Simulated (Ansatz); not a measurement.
SmRh2 (Fd-3m, No. 227), treated with r²SCAN in Ansatz (PAW).

Run with plane-wave cutoff 500 eV, 12×12×12 k mesh, Fermi–Dirac smearing 0.1 eV, spin-polarised start, scalar-relativistic PAW data made under PBE.

Computed at the level's own relaxed cell.

Q: Estimate the volume per atom and lattice constant a that the calculation returns.

A: 
* **volume per atom**: 18.22 Å³/atom
* **lattice constant a**: 7.590 Å

Note: the magnetic order was assumed, not searched for or taken from measurement; the 4f shell is treated without U or exact exchange, so its levels and filling can be wrong.

Spin–orbit coupling is not included.

Ansatz is a program for electronic structure.
